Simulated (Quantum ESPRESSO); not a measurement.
A series of runs on GdRh (Pm-3m, 2 atoms in the cell)

```xyz
2
Lattice="3.4625 0.0000 0.0000 0.0000 3.4625 0.0000 0.0000 0.0000 3.4625" Properties=species:S:1:pos:R:3 pbc="T T T"
Gd     0.0000     0.0000     0.0000
Rh     1.7312     1.7312     1.7312
```
Moments meant for the start (each program seeds them in its own way; μB, in the order of the atoms Gd Rh): 7.0 0.0.

Base run A: Quantum ESPRESSO with PBEsol, SSSP 1.1.2 efficiency (PBE) pseudopotentials, self-consistent single point.

Its settings: ecutwfc = 60 Ry; ecutrho = 480 Ry; occupations = smearing; smearing = marzari-vanderbilt; degauss = 0.0073499 Ry; nspin = 2; input_dft = pbesol; potentials = {Gd: Gd.GGA-PBE-paw-v1.0.UPF, Rh: Rh_ONCV_PBE-1.0.oncvpsp.upf}; K_POINTS = automatic 7 7 7 0 0 0; conv_thr = 1e-10 Ry; mixing_beta = 0.3.

The starting cell comes from a database of published, mostly measured structures (it also holds non-ambient and calculated ones), without a prior relaxation at this level. Its lattice was rescaled by a random factor within 2.5 % of one. With one magnetic atom in the cell only a parallel order is possible. With U or open f shells several self-consistent states can exist. The f electrons are in the valence without U or exact exchange, which can misplace them near the Fermi level. Spin-orbit terms, which matter for f shells, are left out. In the base run, with a pressure of about -5 GPa the cell is away from its equilibrium volume at this level.

ΔF is the free energy per atom less that of run A. A dash stands where there is no value to compare (another energy zero or no entropy term, no result, no spin, no clean gap, or a mesh too coarse for one). 

| run | change | ΔF (meV/atom) | pressure (GPa) | size of the net moment (μB/atom) |
|---|---|---|---|---|
| A | base | 0.00 | -5.41 | 3.52 |
| B | nspin: 2 → default | 3837.6 | -10.98 | – |
| C | parallel starting moments (0.35 0 μB) | 0.00 | -5.41 | 3.52 |
| D | parallel starting moments (1.75 0 μB) | 0.00 | -5.41 | 3.52 |
| E | parallel starting moments (10.5 0 μB) | 0.00 | -5.40 | 3.52 |

Lowest: runs A, C, D, E, 3840 meV/atom below the next (run B). Site moments there: Gd 6.97, Rh -0.07 μB. States that were not tried could lie lower.
